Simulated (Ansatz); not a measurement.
The starting structures come from a database of crystals and need not be the phases stable at ambient conditions.

Tunnelling through a barrier is set by its complex band structure: the current falls as exp(−2κd) with the smallest κ.

Input:

```
CELL_PARAMETERS angstrom
      5.78952     0.00000     0.00000
      2.89476     9.36008     0.00000
      2.89476    -0.89525     2.75285
ATOMIC_POSITIONS crystal
  Sr 0.33815 0.66185 0.16185
  Sr 0.16185 0.33815 0.83815
  Cu 0.50000 0.00000 0.00000
  Cu 0.00000 0.00000 0.00000
  Se 0.66883 0.83117 0.33117
  Se 0.83117 0.16883 0.66883
  F  0.50000 0.50000 0.50000
  F  0.00000 0.50000 0.50000
```

Space group of this cell: P4/nmm. The cell is taken as given; by r2SCAN its mean pressure is -2.1 GPa.

Transport runs along the normal of the first two printed cell vectors, the (111) plane of the conventional cell.

The gap is the functional's own. No spin-orbit coupling. Mid-gap values are interpolated on the energy grid.

Q: Estimate the band gap and the smallest decay constant κ at mid-gap that r2SCAN run with Ansatz (a quantum-chemistry and plane-wave program) returns for this system.

A: Gap 1.66 eV on a 12×12×12 mesh; κ = 0.185 1/Å, at the zone centre.
